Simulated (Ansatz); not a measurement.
The reference is HgS in the zinc blende structure (space group F-43m, No. 216; a = 5.876 Å). Axes: x, y, z lie along the cube axes.

Calculations: PBEsol in Ansatz (plane waves to 420 eV, PAW, no spin-orbit coupling).

Strains are applied to the cell and any free atomic positions relax; under biaxial strain the out-of-plane vector relaxes too.

One change was made to it. Results:

The pressure (mean of the normal stresses, compression positive) goes from zero to 0.8 GPa; the energy increases by 0.9 meV/atom; the shortest interatomic distance falls by 1.06 pm (254.4 pm → 253.4 pm).

### Question
What was done to the base?
(A) uniaxial strain ε_xx = −1.26 %
(B) biaxial strain +2.14 %, plane normal [001], relaxed out of plane
(C) isotropic strain −4.20 %
(D) biaxial strain +1.63 %, plane normal [110], relaxed out of plane

### Answer
A, uniaxial strain ε_xx = −1.26 %. For comparison, the energy relative to the base in the other runs: biaxial strain +1.63 %, plane normal [110], relaxed out of plane gives +3.6 meV/atom; isotropic strain −4.20 % gives +90 meV/atom; biaxial strain +2.14 %, plane normal [001], relaxed out of plane gives +2.9 meV/atom.

A biaxial case was relaxed in a doubled cell and then solved in the primitive one. The mesh was chosen for an insulator and is coarse for the gapless case. Stability against distortions was not tested. All final runs are without spin polarisation. Gaps under 0.05 eV, about the width of the smearing, are given as zero.

Ansatz is an electronic-structure program.
